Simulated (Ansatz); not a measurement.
A user runs Ansatz (an electronic-structure program) on YbBi2IO4 (P4/mmm, 8 atoms in the cell) and asks whether the run is sound. The aim is a self-consistent single point with DFT, PBEsol, plane waves, default PAW files made with PBE.

Cell that was meant: a = 3.9339 Å, b = 3.9339 Å, c = 9.6931 Å, α = 90.00°, β = 90.00°, γ = 90.00°.

Part of the input:

Ansatz 0.2 input:
```yaml
    - { symbol: O, position: [0.000000, 0.500000, 0.862000] }
    - { symbol: O, position: [0.500000, 0.000000, 0.138000] }
    - { symbol: O, position: [0.000000, 0.500000, 0.138000] }
basis:
  ecutwfc: 145.0
kpoints:
  mp_grid: { grid: [3, 3, 2] }
hamiltonian:
[...]
magnetization:
  spin_polarized: true
scf:
  occupations: { method: cold, width: 0.272 }
output:
  forces: true
  eigenvalues: true
```

Output, abridged:

```
   [... lines left out ...]
Initial density: superposition of atomic densities (chi_scale 0.1, normalization cell, long waves of neutral atoms (reshape's long-wave potential 2.09 eV rms, cloud 2.14 Å wide))
Starting moments: Σ|m| = 1 μB on 1 of 8 sites
Initial wavefunctions: pseudopotential atomic-orbital guess
Eigensolver: davidson
Functional: x = pbesol(κ = 0.804, μ = 0.12345679012345678), c = pbesol(β = 0.046)
SCF iter   1: F=—  HF=-47506.288291 eV  |F-HF|=—  |Δ(HF+E_count)|=         —  Δρ=1.85e-1 (↑1.85e-1 ↓1.82e-1)  dr2=1.10e2  dr2_m=2.04e-2  M=0.503 μB ∫|m|=0.527 μB  β_m=0.30  ethr=3.10e-3  ⟨swp⟩=6.1  Hψ=2660  notcnv=0
Mixer restart at iter 1: flushing history
all-band conjugate gradients solve this SCF's bands
preconditioner: auto → Kerker (q_TF=auto, 2.528 Å⁻¹)
   [... lines left out ...]
SCF iter  19: F=—  HF=-47437.376703 eV  |F-HF|=—  |Δ(HF+E_count)|=   2.83e-6  S|Δr|=    0.00e0  Δρ=2.77e-6 (↑2.77e-6 ↓2.75e-6)  dr2=5.00e-7  dr2_m=2.08e-12  M=0.000 μB ∫|m|=0.000 μB  β_m=0.80  ethr=3.57e-9  ⟨swp⟩=2.0  Hψ=738  notcnv=0  defer=34
SCF iter  20: F=-47437.376703 eV  HF=-47437.376703 eV  |F-HF|=8.56e-8  |Δ(HF+E_count)|=   3.93e-8  S|Δr|=    0.00e0  Δρ=2.05e-6 (↑2.03e-6 ↓2.05e-6)  dr2=9.77e-8  dr2_m=9.53e-13  M=0.000 μB ∫|m|=0.000 μB  ethr=1.05e-10  ⟨swp⟩=8.8  Hψ=2585  notcnv=0
SCF 1 converged in 20 iterations: F = -47437.376703 eV  dr2 = 9.77e-8
WARN: the starting moments were not kept: the SCF closed with an absolute magnetisation of 9.3e-6 μB, where they sum to 1 μB in size (1 site) …
   [... lines left out ...]
Absolute magnetization: 0.0000 μB (∫|ρ↑−ρ↓|, with the PAW one-centre terms)
Free energy (F): -47437.376703 eV
Fermi energy:    8.986839 eV
   [... lines left out ...]
  atom   8  O     -0.00000000     0.00000000    -2.47366531
--- Stress (GPa, compression-positive) ---
       -1.122127       0.000000       0.000000
        0.000000      -1.122127       0.000000
        0.000000       0.000000      17.324633
  P = ⅓ Tr σ = 5.0268 GPa (50.268 kbar)
  The stress holds the Pulay correction. Without it, at fixed plane waves, as pw.x and ABINIT print it: P = -1488.8629 GPa
```

Is this run sound? If not, what is wrong?

The run is not sound. The fault is a basis or grid far too coarse for these potentials. Far below the cutoff that the potentials were made for, the basis cannot represent the orbitals near the nuclei, and energies, forces and above all the stress go wrong. To fix it, restore the cutoff that the potentials need and check convergence. The run converged in 20 iterations without an error; against the sound input the free energy goes up by 50.3 eV/atom, the pressure goes from -4.96 to 5.03 GPa, the largest force goes from 0.871 to 2.474 eV/Å and the size of the net moment goes from 0.14 to 0.00 μB/atom. At a fixed set of plane waves, without the program's Pulay estimate, the pressure is -1488.86 GPa against -5.33 GPa.

The sound input it was made from differs as follows (other fixes are possible):
```diff
-basis:
-  ecutwfc: 145.0
-  occupations: { method: cold, width: 0.272 }
+  occupations: { method: cold, width: 0.272 eV }
```

With that input, the run converged in 26 iterations: free energy E − TS (on the zero of these files) -47839.9228 eV; Fermi level (on the code's own zero) 9.57 eV; pressure -4.96 GPa; largest force (vector length) 0.871 eV/Å; size of the cell's spin moment 1.13 μB (DFT, PBEsol, plane waves, default PAW files made with PBE).

On the sound input: the starting cell comes from a database of published, mostly measured structures (it also holds non-ambient and calculated ones), without a prior relaxation at this level. Its lattice was rescaled by a random factor within 2.5 % of one. With one magnetic atom in the cell only a parallel order is possible. With U or open f shells several self-consistent states can exist. The f electrons are in the valence without U or exact exchange, which can misplace them near the Fermi level. Spin-orbit terms, which matter for f shells, are left out. With a pressure of about -5 GPa the cell is away from its equilibrium volume at this level. Ansatz's pressure includes its estimate of the finite-basis (Pulay) stress. Without a gap this mesh is coarse (it stands for a supercell whose shortest vector is 12 Å).
